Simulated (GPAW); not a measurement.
**Cost against accuracy: convergence.density for GeRh (P2_13, 8 atoms in the cell)**

Cell: a = 4.9084 Å, b = 4.9084 Å, c = 4.9084 Å, α = 90.00°, β = 90.00°, γ = 90.00°.

Level of theory: PBEsol, GPAW PAW datasets PBEsol (made by gpaw-setup) (plane waves; GPAW 25.7.0).

Base settings: mode = pw; ecut = 550 eV; xc = PBEsol; kpts = 5 5 5; mesh shift (steps) = 0 0 0; occupations.name = methfessel-paxton; occupations.width = 0.272 eV; occupations.order = 1; nbands = -12; symmetry.symmorphic = false.

Misses are taken against the tightest run, 1e-07 e/electron (convergence.energy: default → 5e-07 eV/electron; convergence.eigenstates: default → 4e-14), which need not be fully converged itself.

Core times come from one kind of shared machine and are given to one figure; runs under 30 s give none.

The starting cell comes from a database of computed structures (which also holds hypothetical and non-ambient phases and stackings), without a prior relaxation at this level. Spin polarisation is off.

| convergence.density | pressure less reference (GPa) | largest difference in the force on any atom (eV/Å) | core time / reference (rough) |
|---|---|---|---|
| 0.01 e/electron (convergence.energy: default → 0.05 eV/electron; convergence.eigenstates: default → 0.0004) | -2.76 | 0.240 | 0.2 |
| 0.001 e/electron (convergence.energy: default → 0.005 eV/electron; convergence.eigenstates: default → 4e-06) | 0.09 | 0.011 | 0.3 |
| 0.0001 e/electron (convergence.energy: default → 0.0005 eV/electron; convergence.eigenstates: default → 4e-08) | 0.01 | 0.003 | 0.4 |
| 1e-06 e/electron (convergence.energy: default → 5e-06 eV/electron; convergence.eigenstates: default → 4e-12) | 0.00 | 0.000 | 0.7 |
| 1e-07 e/electron (convergence.energy: default → 5e-07 eV/electron; convergence.eigenstates: default → 4e-14) | 0.00 | 0.000 | 1 |

Coarsest setting among those run that, with all tighter ones, holds the pressure within 2 GPa of the reference: 0.001 e/electron (convergence.energy: default → 0.005 eV/electron; convergence.eigenstates: default → 4e-06), off by 0.091 GPa; it needs about 0.3 of the reference's time.

Coarsest setting among those run that, with all tighter ones, holds the pressure within 0.05 GPa of the reference: 0.0001 e/electron (convergence.energy: default → 0.0005 eV/electron; convergence.eigenstates: default → 4e-08), off by 0.014 GPa; it needs about 0.4 of the reference's time.

The step from 0.01 e/electron (convergence.energy: default → 0.05 eV/electron; convergence.eigenstates: default → 0.0004) to 1e-06 e/electron (convergence.energy: default → 5e-06 eV/electron; convergence.eigenstates: default → 4e-12): it takes the miss in the pressure from 2.8 to 0.000 GPa, for roughly 3 times the time.
